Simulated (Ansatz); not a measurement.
MgS (Fm-3m), PBEsol with spin-orbit coupling, rigid bands run with Ansatz (a first-principles code): band gap 2.70 eV, N_c = 1.62e19 cm⁻³ and N_v = 9.29e19 cm⁻³ at 300 K, conductivity masses of 0.354 mₑ (electrons) and 1.19 mₑ (holes). Take k_BT = 0.02585 eV.

Task: Find the intrinsic carrier density and the intrinsic Fermi level.

Result: n_i = √(N_c N_v) exp(−E_g/2k_BT) = 3.88e19 × exp(−52.22) = 8.1e-4 cm⁻³. The level lies (k_BT/2) ln(N_v/N_c) = 23 meV from mid-gap (positive towards the conduction band). Each 0.1 eV added to the gap lowers n_i by a factor of 6.9.

Task: A film of it is 3 nm thick. Estimate the confinement energies in an infinite well.

Result: ħ²π²/(2m t²) = 0.376 eV·nm²/(m/mₑ × t²) gives 118 meV for electrons and 35.1 meV for holes, so the gap would widen to about 2.85 eV. Finite barriers and nonparabolic bands lower this, and with several valleys or bands the heaviest mass along the normal sets the lowest level, not this average.

Task: What thermal injection velocity √(2k_BT/πm) limits a ballistic channel?

Result: 9.04e6 cm/s for electrons and 4.93e6 cm/s for holes, a ratio of √(m_h/m_e) = 1.83, for dilute carriers.

Rigid, parabolic bands with the computed gap; masses take one relaxation time for all states.
